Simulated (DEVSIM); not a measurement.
Structure: illuminated Si n-on-p cell, one wavelength, at 300 K.

Layer 1 from the left is Si, thickness (μm) 0.0540, Nd (cm⁻³) 2.4e18, τn (s) 2e-7, τp (s) 9.7e-7, absorption coefficient (cm⁻¹) 220. Layer 2 from the left is Si, thickness (μm) 35.0, Na (cm⁻³) 3.2e15, τn (s) 1.4e-5, τp (s) 1.4e-5, absorption coefficient (cm⁻¹) 220.

Left contact: ohmic, minority hole recombination velocity 10 cm/s. Right contact: ohmic, minority electron recombination velocity 10 cm/s. Voltage is applied to the left contact. Recombination: SRH at mid-gap, radiative, Auger. Light enters at the left, 1e17 photons cm⁻² s⁻¹, one pass, no reflection. Mobility is constant in doping.

This is a model device: material constants are rounded textbook-type values typed into the input, and sizes, dopings and lifetimes were drawn at random. Values at 300 K.

Si: gap (eV) 1.124, affinity (eV) 4.05, permittivity 11.7, Nc (cm⁻³) 2.86e19, Nv (cm⁻³) 3.1e19, μn (cm²/Vs) 1417, μp (cm²/Vs) 470, B (cm³/s) 4.7e-15, Cn (cm⁶/s) 2.8e-31, Cp (cm⁶/s) 9.9e-32.

Model (solved in DEVSIM): 1D drift-diffusion, Boltzmann statistics, complete ionisation; no tunnelling, impact ionisation, image-force lowering or self-heating.

Q: What does the simulation give for the potential step across the device at zero bias, the dark forward voltage at 1 A/cm²?

A: potential step across the device at zero bias 0.823 V; dark forward voltage at 1 A/cm² 0.765 V.
